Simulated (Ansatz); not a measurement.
Given:

```
CELL_PARAMETERS angstrom
      0.00000     2.73187     2.73187
      2.73187     0.00000     2.73187
      2.73187     2.73187     0.00000
ATOMIC_POSITIONS crystal
  Si 0.50000 0.50000 0.50000
  Si 0.75000 0.75000 0.75000
```

No spin polarisation.

Method: PBE (Ansatz, a quantum-chemistry and plane-wave program, PAW, no spin-orbit coupling), earlier PAW set. k-mesh 10×10×10 (Γ-centred); smearing 0.05 eV (Fermi–Dirac).

What is the computed gap character?

Indirect, Γ → Γ–X (87 % along).

What hole mass (degenerate bands, along [100]) does the calculation give?

0.16, 0.27, 0.27 mₑ (at Γ).

Load acts through the strain it causes; cell and atoms are relaxed under it. Effective masses come from finite differences of ±0.01 Å⁻¹. No phonon test of stability was made. The cell was made from Si in the diamond structure (space group Fd-3m, No. 227) by this change: pressure 0.3 GPa.
